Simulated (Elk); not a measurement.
Band structure of ZrC (Fm-3m, 2 atoms in the cell).

```
ZrC
1.0
    0.00000     2.30888     2.30888
    2.30888     0.00000     2.30888
    2.30888     2.30888     0.00000
Zr C
1 1
Cartesian
  0.00000   0.00000   0.00000
  2.30888   2.30888   2.30888
```

Method of the run: PBE, all-electron FP-LAPW, Elk's shipped species files, APW+lo basis with extra local orbitals (Elk).

Settings: xctype = 20; rgkmax = 8; stype = 0; swidth = 0.00734986 Ha; ngridk = 10 10 10; gmaxvr = 14 1/bohr; nxlo = 2; lorbcnd = true; rmtscf = 0.93; lmaxi = 3.

The starting cell has typed, rounded lattice constants, without a prior relaxation at this level. Its lattice was rescaled by a random factor within 2.5 % of one. Values depend on the basis (sphere radii, cutoffs, local orbitals), which need not be converged.

Levels in eV from the Fermi level, bands 5 to 12:
| point | 5 | 6 | 7 | 8 | 9 | 10 | 11 | 12 |
|---|---|---|---|---|---|---|---|---|
| Γ | -11.49 | 0.94 | 0.94 | 0.94 | 1.08 | 1.08 | 1.08 | 2.96 |
| X | -10.37 | -1.96 | -1.96 | 0.12 | 0.12 | 4.74 | 6.04 | 6.04 |
| W | -9.58 | -2.77 | -2.37 | -2.37 | 3.42 | 3.42 | 6.05 | 7.54 |
| K | -9.66 | -3.15 | -2.26 | -1.64 | 1.53 | 5.18 | 5.71 | 7.84 |
| L | -8.12 | -5.52 | -3.12 | -3.12 | 4.77 | 4.77 | 5.66 | 6.75 |
| U | -9.66 | -3.15 | -2.26 | -1.64 | 1.53 | 5.18 | 5.71 | 7.84 |

Bands cross the Fermi level along this path, so the cell is metallic at this level.
